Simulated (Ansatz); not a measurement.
B2CO (model structure, P-4m2, No. 115, 4 atoms in the cell), treated with HSE06 in Ansatz (PAW).

The input as run:

Ansatz 0.2 input:
```yaml
crystal:
  lattice:
    - [2.6447066656, 0.0, 0.0]
    - [0.0, 2.6447066656, 0.0]
    - [0.0, 0.0, 3.6511248535]
  atoms:
    - { symbol: B, position: [0.0, 0.5, 0.2293681683] }
    - { symbol: B, position: [0.5, 0.0, 0.7706318317] }
    - { symbol: C, position: [0.0, 0.0, 0.0] }
    - { symbol: O, position: [0.5, 0.5, 0.5] }
basis:
  ecutwfc: 460
  ecutrho_ratio: 4
  xc_grid: 2
kpoints:
  mp_grid: { grid: [10, 10, 8] }
hamiltonian:
  xc: hse06
  dispersion: none
  pseudopotentials: { kind: paw }
scf:
  occupations: { method: fermi_dirac, width: 0.01 }
  convergence: { dr2_threshold: 0.0000000004 }
output:
  forces: true
  stress: true
  eigenvalues: true
```

Q: How many irreducible k-points, plane waves at Γ does the program set up, and what pressure does the run end with?

A: 105 irreducible k-points, 569 plane waves at Γ; P = -2.12 GPa, so the cell is stretched on average and its volume would shrink at this level.

Output (set-up and result lines):

```
WARN output.stress: scf.exx.energy_threshold = 1e-6 eV is looser than the 4e-8 eV advised for a stress under a hybrid functional (1e-8 eV for each atom of the …
Crystal: 4 atoms, lattice volume = 25.538 Å³
Basis set: ecut = 460 eV, 569 PW (Γ), exchange–correlation on 40×40×54 points (8 copies of the dense FFT grid, shifted against one another)
Bands: 12, of which v1, the nominal top of the filled ones, is band 8 counted from 1 (7 counted from 0)
Symmetry: 8 space group operations
Space group: P-4m2 (ITA 115), of the structure as read, at distance tolerance 2.9e-5 Å
k-points: 105 of 800 (time reversal used)
SCF iter   1: F=—  HF=-1131.081058 eV  |F-HF|=—  |Δ(HF+E_count)|=         —  Δρ=4.14e-3  dr2=2.16e-3
SCF iter   2: F=—  HF=-1131.081465 eV  |F-HF|=—  |Δ(HF+E_count)|=   4.07e-4  Δρ=1.84e-3  dr2=3.55e-4
  ...
Crystal: 4 atoms, lattice volume = 25.538 Å³
Initial density: handed on by an earlier stage of this run
Crystal: 4 atoms, lattice volume = 25.538 Å³
SCF iter   3: F=—  HF=-1131.279954 eV  |F-HF|=—  |Δ(HF+E_count)|=   2.27e-7  Δρ=1.92e-5  dr2=7.03e-8
SCF iter   4: F=-1131.279954 eV  HF=-1131.279954 eV  |F-HF|=6.82e-11  |Δ(HF+E_count)|=   1.99e-8  Δρ=1.23e-6  dr2=3.69e-10
SCF 3 converged in 4 iterations: F = -1131.279954 eV  dr2 = 3.69e-10
Free energy (F): -1131.279954 eV
Internal energy: -1131.279954 eV  (E = F + TS)
E sigma→0 (E₀):  -1131.279954 eV
Fermi energy:    10.885257 eV
--- Forces (eV/Å), atoms counted from 1 ---
  atom   1  B      0.00000000     0.00000000     0.02968783
  atom   2  B      0.00000000     0.00000000    -0.02968783
  atom   3  C     -0.00000000     0.00000000     0.00000000
  atom   4  O     -0.00000000     0.00000000     0.00000000
--- Stress (GPa, compression-positive) ---
       -2.368352       0.000000      -0.000000
        0.000000      -2.368352       0.000000
       -0.000000       0.000000      -1.618251
  P = ⅓ Tr σ = -2.1183 GPa (-21.183 kbar)
```

The PAW data were made under PBE.

Note: the relaxation could raise the start's symmetry but not lower it, so the cell can be a saddle point. Note: cell and atoms aren't relaxed at this level (largest force component 0.03 eV/Å, pressure -2.1 GPa).

A model structure was made by putting elements into a prototype or built by hand; it is no filed structure, need not be a known phase, and can be a saddle point held by its symmetry.

Ansatz is a first-principles code.
